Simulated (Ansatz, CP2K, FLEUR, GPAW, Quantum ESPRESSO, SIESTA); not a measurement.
One structure in several programs: Ni3Si (Pm-3m, 4 atoms in the cell)

Self-consistent single point, at a second geometry (lattice scaled by 0.98). First geometry:

```xyz
4
Lattice="3.5181 0.0000 0.0000 0.0000 3.5181 0.0000 0.0000 0.0000 3.5181" Properties=species:S:1:pos:R:3 pbc="T T T"
Si     0.0000     0.0000     0.0000
Ni     0.0000     1.7590     1.7590
Ni     1.7590     0.0000     1.7590
Ni     1.7590     1.7590     0.0000
```

Shared settings, as Ansatz (a first-principles code) writes them: kpoints.mp_grid.grid = 9 9 9; scf.occupations.method = fermi_dirac; scf.occupations.width = 0.05 eV. Potentials and cutoffs stand in the table.

```
code                                                                                                                                model  ΔF from the first geometry (meV/atom)  pressure (GPa)           cutoff
----------------  -----------------------------------------------------------------------------------------------------------------------  -------------------------------------  --------------  ---------------
GPAW                                                                                         PBE, GPAW PAW datasets PBE (gpaw-data 1.0.1)                                   28.6           15.19           850 eV
CP2K                                                              PBE, GPW, DZVP-MOLOPT-SR-GTH basis, GTH-PBE potentials (GTH_POTENTIALS)                                   24.6           13.76      grid 600 Ry
Quantum ESPRESSO                                                                                PBE, PSlibrary PAW (PBE) pseudopotentials                                   21.1           11.91            50 Ry
SIESTA            GGA PBE, numerical atomic orbitals TZP, PseudoDojo PBE standard norm-conserving potentials (rewritten from UPF to PSML)                                    8.3            9.28      grid 400 Ry
Ansatz                                                                                                             PBE, default PAW files                                   18.6           12.14          default
FLEUR                                                                        PBE, all-electron FLAPW (FLEUR), scalar-relativistic valence                                   20.8               –  Kmax 4.7 1/bohr
```

For Quantum ESPRESSO (by 1.1 GPa) the energy change implies a higher mean pressure, against the two pressures, than for the other programs: a sign of finite-basis (Pulay) stress.

A dash marks a value that a program does not give, or that is left out as unsure.

On Ansatz's run: spin polarisation is off.

The spread over the programs that give each value: ΔF from the first geometry within 20.3 meV/atom; pressure within 5.91 GPa.

CP2K and SIESTA use small atom-centred bases, whose incompleteness enters pressures, forces and empty levels differently from a plane-wave cutoff. FLEUR treats all electrons, but the usual bases taken here (sphere radii, linearisation, local orbitals, empty states) were not tested for convergence, so the values are no reference for the others. Ansatz's pressure is given at a fixed set of plane waves, as the other plane-wave codes print theirs; with its correction for the finite basis it is 12.20 GPa. In the pressure, GPAW (by 3.05), CP2K (by 1.62) and SIESTA (by 2.85) lie more than 1 GPa from the median of the plane-wave programs.

The starting cell has typed, rounded lattice constants, without a prior relaxation at this level. Its lattice was rescaled by a random factor within 2.5 % of one. For this run, on top of that: lattice scaled by 0.98.

Left out of this page: ABINIT (with a known weakness of the program); Elk (not drawn, or without a comparable value).

Keys are those of Ansatz 0.2.
